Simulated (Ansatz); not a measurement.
Consider Mg in the hcp (Mg type) structure (space group P6_3/mmc, No. 194; a = 3.195 Å, c = 5.197 Å; relaxed with 0.1 eV smearing).

All numbers come from Ansatz (a first-principles code), PBE, PAW, cutoff 420 eV, no SOC.

For the base:

| Property | Value |
|---|---|
| Band gap | zero |
| Pressure | 0.0 GPa |

It is then changed as follows: every lattice vector is stretched by 2.00 %; the atoms relax in the strained cell.

Q: What happens to the energy relative to the base?

A: The energy goes up by 8.7 meV/atom.

Q: Estimate the effect on the band gap.

A: The band gap remains zero.

Q: What does the calculation give for the pressure after the change?

A: The pressure (mean of the normal stresses, compression positive) goes from zero to -1.9 GPa.

Whether these cells are dynamically stable was not tested.
